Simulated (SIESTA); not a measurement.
A self-consistent single point of Ca₂Si₃Ni (P-6m2, 6 atoms in the cell) with SIESTA.

Method of the run: GGA PBEsol, numerical atomic orbitals DZP, PseudoDojo PBEsol standard norm-conserving potentials (rewritten from UPF to PSML) (SIESTA 5.4.2).

```
Ca2Si3Ni
1.0
    3.96090     0.00000     0.00000
   -1.98045     3.43024     0.00000
    0.00000     0.00000     8.71032
Ca Si Ni
2 3 1
Direct
  0.33333   0.66667   0.23531
  0.33333   0.66667   0.76469
  0.66667   0.33333   0.50000
  0.00000   0.00000   0.00000
  0.00000   0.00000   0.50000
  0.66667   0.33333   0.00000
```

Reference input (self-consistent single point, DFT, LDA PW92, numerical atomic orbitals DZP, PseudoDojo LDA standard norm-conserving potentials (rewritten from UPF to PSML)): XC.functional = LDA; XC.authors = PW92; potentials = PseudoDojo LDA standard; PAO.BasisSize = DZP; PAO.EnergyShift = 0.01 Ry; MeshCutoff = 300 Ry; kgrid.MonkhorstPack = 7 7 3; OccupationFunction = MP; OccupationMPOrder = 0; ElectronicTemperature = 0.05 eV; MaxSCFIterations = 150; SCF.Mixer.Method = Pulay. This run's input differs from it in these lines:

```diff
@@ -1,2 +1,2 @@
-# files in the folder: Ca.psml Si.psml Ni.psml (PseudoDojo LDA standard)
+# files in the folder: Ca.psml Si.psml Ni.psml (PseudoDojo PBEsol standard)
 SystemName  Ca2Si3Ni
@@ -27,4 +27,4 @@
 
-XC.functional                LDA
-XC.authors                   PW92
+XC.functional                GGA
+XC.authors                   PBEsol
 PAO.BasisSize                DZP
```

Output, abridged:

```
        iscf     Eharris(eV)        E_KS(eV)     FreeEng(eV)     dDmax    Ef(eV) dHmax(eV)
   scf:    1    -6769.428916    -6933.950532    -6933.959395  2.192962 -3.467600 63.771887
   scf:    2    -6869.719954    -6980.858836    -6980.862356  1.620476 -4.918823 30.717186
   scf:    3    -7013.269259    -6999.864358    -6999.869023  0.441480 -4.640744 14.594894
   scf:    4    -6973.991177    -6999.646452    -6999.654199  0.620264 -4.236868 18.262920
   scf:    5    -6851.860840    -6940.236487    -6940.250105  0.378108 -3.775066 55.054734
   [... 20 lines left out ...]
   scf:   26    -7006.965572    -7006.965573    -7006.970015  0.000014 -4.313946  0.000262
   scf:   27    -7006.965573    -7006.965573    -7006.970015  0.000018 -4.313946  0.000127
   scf:   28    -7006.965573    -7006.965573    -7006.970015  0.000015 -4.313938  0.000127
   scf:   29    -7006.965573    -7006.965573    -7006.970015  0.000008 -4.313938  0.000095
SCF Convergence by DM+H criterion
max |DM_out - DM_in|         :     0.0000082272
max |H_out - H_in|      (eV) :     0.0000954362
SCF cycle converged after 29 iterations

Using DM_out to compute the final energy and forces

siesta: E_KS(eV) =            -7006.9656

siesta: E_KS - E_eggbox =     -7006.9656

siesta: Atomic forces (eV/Ang):
     1    0.000042   -0.000024    0.071337
     2    0.000042   -0.000024   -0.071337
     3   -0.000041    0.000022    0.000000
     4   -0.000256    0.000147    0.000000
     5    0.000038   -0.000020    0.000000
     6    0.000132   -0.000077   -0.000000
   Tot   -0.000043    0.000024   -0.000000
   Max    0.071337
   Res    0.023779    sqrt( Sum f_i^2 / 3N )
   Max    0.071337    constrained

   [... lines left out ...]
siesta: FreeEng =     -7006.970015
siesta: Cell volume =        118.345551 Ang**3
siesta:          58.43925666         59.92363571  kBar
   [... lines left out ...]
              0.333   1.771   1.886   1.893   1.886   1.771  -0.112  -0.176

             -0.143  -0.176  -0.112

mulliken: Qtot =       50.000

Mulliken Atomic Populations:
Atom #   charge [q] valence [e]  Species
     1     0.649215    9.350785  Ca
     2     0.649215    9.350785  Ca
     3    -0.258956    4.258956  Si
     4    -0.857346    4.857346  Si
     5    -0.345579    4.345579  Si
     6     0.163450   17.836550  Ni
 Total    -0.000000
```

The run converged in 29 iterations. Against the reference run the pressure goes from 3.38 to 5.84 GPa and the largest force goes from 0.004 to 0.071 eV/Å.

The starting cell comes from a database of computed structures (which also holds hypothetical and non-ambient phases and stackings), without a prior relaxation at this level. Its lattice was rescaled by a random factor within 2.5 % of one. Spin polarisation is off. Values carry the incompleteness of an atom-centred basis. With a pressure of about 6 GPa the cell is away from its equilibrium volume at this level.

Cost on one core of a shared machine: roughly 50 s.
